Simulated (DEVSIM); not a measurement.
System: abrupt Si p-n junction, at 350 K.

Layer 1 from the left is Si, thickness (μm) 0.200, Na (cm⁻³) 2.5e18, τn (s) 6.4e-7, τp (s) 6.4e-7. Layer 2 from the left is Si, thickness (μm) 110, Nd (cm⁻³) 6.4e14, τn (s) 6.4e-7, τp (s) 6.4e-7.

Left contact: ohmic. Right contact: ohmic. Voltage is applied to the left contact. Recombination: SRH at mid-gap, radiative, Auger. Gap narrowing is on: ΔEg = 6.92 meV × (l + √(l² + 0.5)), l = ln(N/1.3e17 cm⁻³), shared equally by both band edges. Mobility is constant in doping.

This is a model device: material constants are rounded textbook-type values typed into the input, and sizes, dopings and lifetimes were drawn at random. Values at 300 K; Nc and Nv go as T^1.5, mobilities as T to minus their exponent, the gap by Varshni's rule with the affinity fixed.

Si: gap (eV) 1.124, affinity (eV) 4.05, permittivity 11.7, Nc (cm⁻³) 2.86e19, Nv (cm⁻³) 3.1e19, μn (cm²/Vs) 1417, μp (cm²/Vs) 470, T exponent of μn 2.3, T exponent of μp 2.2, B (cm³/s) 4.7e-15, Cn (cm⁶/s) 2.8e-31, Cp (cm⁶/s) 9.9e-32, Varshni α (eV/K) 0.000473, Varshni β (K) 636.

DEVSIM, 1D drift-diffusion, Boltzmann statistics, complete ionisation; no tunnelling, impact ionisation, image-force lowering or self-heating.

**Question.** What does the simulation give for the dark forward voltage at 1 A/cm², the potential step across the device at zero bias, the largest field in the device at zero bias?

**Answer.** dark forward voltage at 1 A/cm² 0.545 V; potential step across the device at zero bias 0.677 V; largest field in the device at zero bias 75000 V/cm.
